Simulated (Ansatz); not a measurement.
Take Al2O3 in the corundum structure (space group R-3c, No. 167) as the base.

```xyz
10
Lattice="2.3869 1.3781 4.3382 -2.3869 1.3781 4.3382 0.0000 -2.7561 4.3382" Properties=species:S:1:pos:R:3 pbc="T T T"
Al     0.0000     0.0000     8.4325
Al     0.0000     0.0000     1.9251
Al     0.0000     0.0000     4.5822
Al     0.0000     0.0000    11.0895
O      0.7301     1.4916     5.4228
O     -1.6568    -0.1136     5.4228
O     -0.7301    -1.4916     7.5919
O     -0.9268     1.3781     7.5919
O      1.6568     0.1136     7.5919
O      0.9268    -1.3781     5.4228
```

Cartesian axes are those of the cell as printed.

All numbers come from PBEsol (Ansatz, a first-principles code), scalar-relativistic without spin-orbit coupling.

Before the change:

- Band gap = 6.03 eV
- Electron mass = 0.40 mₑ along c, 0.37 mₑ across (at Γ)
- Pressure = 0.00 GPa

One thing is altered: the cell is compressed by 2.25 % along x with no lateral relaxation, atoms relaxed at fixed cell.

### Question
How does this affect the band gap?

### Answer
The band gap goes up by 0.23 eV, from 6.03 eV to 6.26 eV.

### Question
What does the calculation give for the electron mass after the change?

### Answer
The electron mass changes from 0.40 mₑ along c, 0.37 mₑ across (at Γ) to 0.39 mₑ along x, 0.37 mₑ along y, 0.40 mₑ along z (at Γ).

### Question
What does the calculation give for the largest internal atomic displacement after the change?

### Answer
The largest internal atomic displacement comes out as 0.011 Å.

### Question
Predict the new pressure.

### Answer
The pressure (mean of the normal stresses, compression positive) goes from zero to 5.91 GPa.

The cells carry an imposed strain or load. Masses are band curvatures over ±0.01 Å⁻¹ around the edge. Whether these cells are dynamically stable was not tested.
